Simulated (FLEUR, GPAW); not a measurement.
A GPAW input for a self-consistent single point of As (R-3m, 2 atoms in the cell) (DFT PBE, plane waves, GPAW PAW datasets PBE (gpaw-data 1.0.1)):

```python
from ase import Atoms
from ase.units import GPa
from gpaw import GPAW

atoms = Atoms(['As', 'As'],
              cell=[[1.850375, 1.068315, 3.650995],
                    [-1.850375, 1.068315, 3.650995],
                    [0.000000, -2.136629, 3.650995]],
              scaled_positions=[[0.224430, 0.224430, 0.224430],
                                [0.775570, 0.775570, 0.775570]],
              pbc=True)

calc = GPAW(mode={'name': 'pw', 'ecut': 600},
            xc='PBE',
            kpts=(9, 9, 9),
            occupations={'name': 'fermi-dirac', 'width': 0.1},
            nbands=-8,
            symmetry={'symmorphic': False, 'tolerance': 0.0005},
            maxiter=100,
            txt='-')

atoms.calc = calc

energy = atoms.get_potential_energy()
print('Energy (eV):', round(energy, 6))
forces = atoms.get_forces()
print('Forces (eV/Ang):')
print(forces.round(5))
stress = atoms.get_stress()
print('Stress (GPa, Voigt):', (stress / GPa).round(4))
```

Problem. Write the same calculation as an input for FLEUR.

Solution. This is the input that was run; spellings and numerical settings could be chosen otherwise.

Input of the input generator:

```
As
&input film=f /
3.4967022435 2.0188224271 6.8993805020
-3.4967022435 2.0188224271 6.8993805020
-0.0000000000 -4.0376435176 6.8993808931
1.0
1.0 1.0 1.0

2
33 0.2244300000 0.2244300000 0.2244300000
33 0.7755700000 0.7755700000 0.7755700000

&comp jspins=1 /
&kpt div1=9 div2=9 div3=9 /
&end /
```

```xml
<?xml version="1.0" encoding="UTF-8" standalone="no"?>
<fleurInput fleurInputVersion="0.39">
   <comment>
      As                                                                                                  
   </comment>
   <calculationSetup>
      <cutoffs Kmax="3.6" Gmax="14.4" GmaxXC="14.4" numbands="0"/>
      <scfLoop itmax="100" minDistance="0.00001" maxIterBroyd="25" imix="Anderson" alpha="0.05" precondParam="0.0" spinf="2.0"/>
      <coreElectrons ctail="T" frcor="F" kcrel="0" coretail_lmax="0"/>
      <xcFunctional name="pbe" relativisticCorrections="F"/>
      <magnetism jspins="1"/>
      <soc l_soc="F" theta="0.0" phi="0.0" spav="F"/>
      <expertModes spex="0" secvar="F"/>
      <geometryOptimization l_f="T" forcealpha="1.0" forcemix="BFGS" epsdisp="0.00001" epsforce="0.00001"/>
      <ldaU l_linMix="F" mixParam="0.05" spinf="1.0"/>
   </calculationSetup>
   <cell>
      <bzIntegration valenceElectrons="30.0" mode="hist" fermiSmearingEnergy="0.00367493">
         <kPointListSelection listName="default-1"/>
         <!-- k-points included here -->
         <xi:include xmlns:xi="http://www.w3.org/2001/XInclude" href="kpts.xml"> </xi:include>
      </bzIntegration>
      <!-- symmetry operations included here -->
      <xi:include xmlns:xi="http://www.w3.org/2001/XInclude" href="sym.xml"> </xi:include>
      <bulkLattice scale="1.0">
         <bravaisMatrix>
            <row-1>    3.4967022435000001     2.0188224270999999     6.8993805019999996</row-1>
            <row-2>   -3.4967022435000001     2.0188224270999999     6.8993805019999996</row-2>
            <row-3>    0.0000000000000000    -4.0376435176000003     6.8993808931000000</row-3>
         </bravaisMatrix>
      </bulkLattice>
   </cell>
   <atomSpecies>
      <species name="Arsenic (As)" element="As" atomicNumber="33">
         <mtSphere radius="2.19" gridPoints="757" logIncrement="0.016"/>
         <atomicCutoffs lmax="8" lnonsphr="6"/>
         <electronConfig flipSpins="F">
            <coreConfig>(1s1/2) (2s1/2) (2p1/2) (2p3/2) (3s1/2) (3p1/2) (3p3/2)</coreConfig>
            <valenceConfig>(4s1/2) (3d3/2) (3d5/2) (4p1/2) (4p3/2)</valenceConfig>
            <stateOccupation state="(4p1/2)" spinUp="0.5" spinDown="0.5"/>
            <stateOccupation state="(4p3/2)" spinUp="1.0" spinDown="1.0"/>
         </electronConfig>
         <energyParameters s="4" p="4" d="3" f="4"/>
         <lo type="HELO" l="2" n="4" eDeriv="0"/>
      </species>
   </atomSpecies>
   <atomGroups>
      <atomGroup species="Arsenic (As)">
         <relPos label="                   1">.2244300000 .2244300000 .2244300000</relPos>
         <relPos label="                   2">-.2244300000 -.2244300000 -.2244300000</relPos>
         <force calculate="T" relaxXYZ="TTT"/>
      </atomGroup>
   </atomGroups>
   <output dos="F" band="F" slice="F">
      <checks vchk="F" cdinf="F"/>
      <bandDOS minEnergy="-.5*Htr" maxEnergy="0.5*Htr" sigma="0.015" storeEVData="T"/>
      <vacuumDOS vacdos="F" integ="F" star="F" nstars="0" locx1="0.0" locy1="0.0" locx2="0.0" locy2="0.0" nstm="0" tworkf="0.0"/>
      <unfoldingBand unfoldBand="F" supercellX="1" supercellY="1" supercellZ="1"/>
      <plotting iplot="0" polar="F">
         <plot TwoD="T" vec1="  1.0  0.0  0.0" vec2="  0.0  1.0  0.0" vec3="  0.0  0.0  1.0" zero="  0.0  0.0  0.0" file="plot"/>
      </plotting>
      <chargeDensitySlicing numkpt="0" minEigenval="0.0" maxEigenval="0.0" nnne="0" pallst="F"/>
      <specialOutput eonly="F"/>
      <magneticCircularDichroism mcd="F" energyLo="-10.0" energyUp="0.0"/>
   </output>
  <!-- We include the file relax.xml here to enable relaxations (see documentation) -->
  <xi:include xmlns:xi="http://www.w3.org/2001/XInclude" href="relax.xml"> <xi:fallback/> </xi:include>
</fleurInput>
```

Basis, cutoffs, solver keys and any potentials are the target program's own. This input uses DFT, PBE, all-electron FLAPW (FLEUR), scalar-relativistic valence.

The starting cell comes from a database of computed structures (which also holds hypothetical and non-ambient phases and stackings), without a prior relaxation at this level. Its lattice was rescaled by a random factor within 2.5 % of one.
